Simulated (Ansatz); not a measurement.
# Convergence study of the plane-wave cutoff for W (Im-3m, 1 atom in the cell)

```
CELL_PARAMETERS angstrom
     -1.57210     1.57210     1.57210
      1.57210    -1.57210     1.57210
      1.57210     1.57210    -1.57210
ATOMIC_POSITIONS crystal
  W  0.00000 0.00000 0.00000
```

Level of theory: PBE (plane waves, PAW; Ansatz, a quantum-chemistry and plane-wave program).

Base settings: basis.ecutwfc = 30.9 Ry; kpoints.mp_grid.grid = 15 15 15; hamiltonian.xc = pbe; hamiltonian.pseudopotentials = {kind: paw} (the program's default PAW files); scf.occupations.method = fermi_dirac; scf.occupations.width = 0.0073 Ry.

The second cell is the first with its lattice scaled by 0.98.

The mesh stays at the base's, so the ladder's end is converged at best in this setting alone.

The first pressure column holds Ansatz's estimate of the finite-basis (Pulay) stress, which hides part of the cutoff error; the other is without it.

Only quantities that move along the ladder and can be compared are tabulated.

The count of work is k-points × plane waves × bands × iterations; it is no time. 

The starting cell has typed, rounded lattice constants, without a prior relaxation at this level. Its lattice was rescaled by up to half a per cent. Spin polarisation is off. In the base run, with a pressure of about 12 GPa the cell is away from its equilibrium volume at this level.

Steps (basis.ecutwfc): 10.7 Ry; 12.5 Ry; 14 Ry; 15.4 Ry; 16.9 Ry; 18.4 Ry; 21.7 Ry; 24.6 Ry; 27.9 Ry; 30.9 Ry; 33.8 Ry; 37.1 Ry; 41.5 Ry; 46.3 Ry; 54 Ry; 61.7 Ry; 74.2 Ry.

Question: What is the coarsest basis.ecutwfc that holds the pressure within 1 GPa of the last step, with all finer ones?

Answer: 21.7 Ry, at 0.15 of the last step's count of work; the step before is off by 1.2 GPa.

Question: What is the coarsest basis.ecutwfc that holds the energy of the compressed cell less the first within 1 meV/atom of the last step, with all finer ones?

Answer: 24.6 Ry, at 0.17 of the last step's count of work; the step before is off by 2.3 meV/atom.

Question: What is the coarsest basis.ecutwfc that holds the free energy within 0.5 meV/atom of the last step, with all finer ones?

Answer: 37.1 Ry, at 0.33 of the last step's count of work; the step before is off by 0.62 meV/atom.

```csv
basis.ecutwfc,free energy less the last step's (meV/atom),energy of the compressed cell less the first (meV/atom),pressure (GPa),pressure without the Pulay estimate (GPa),count of work / last
10.7 Ry,21829.43,-167.20,-38.31,-658.76,0.048
12.5 Ry,10577.90,-32.77,-0.71,-390.72,0.068
14 Ry,5410.98,115.88,13.08,-232.28,0.075
15.4 Ry,2673.88,173.91,16.12,-129.43,0.075
16.9 Ry,1190.54,172.27,16.09,-62.21,0.12
18.4 Ry,502.45,142.56,13.61,-24.59,0.12
21.7 Ry,56.69,138.48,12.70,6.61,0.15
24.6 Ry,7.25,136.88,12.49,11.76,0.17
27.9 Ry,2.68,136.41,12.43,12.35,0.22
30.9 Ry,1.46,136.29,12.41,12.33,0.28
33.8 Ry,0.62,136.23,12.40,12.36,0.32
37.1 Ry,0.28,136.18,12.39,12.38,0.33
41.5 Ry,0.17,136.16,12.39,12.39,0.40
46.3 Ry,0.09,136.15,12.39,12.39,0.48
54 Ry,0.05,136.15,12.39,12.39,0.59
61.7 Ry,0.02,136.14,12.39,12.39,0.77
74.2 Ry,0.00,136.14,12.39,12.39,1.0
```

The energy difference between the two cells stays within 1 meV/atom of the last step's from 24.6 Ry on, the total only from 33.8 Ry on: much of the error is common to both cells and cancels.

At the lowest cutoff the pressure without the Pulay estimate lies 671 GPa under the last step's, the usual sign of Pulay stress in an incomplete plane-wave basis.

Keys are those of Ansatz 0.2.
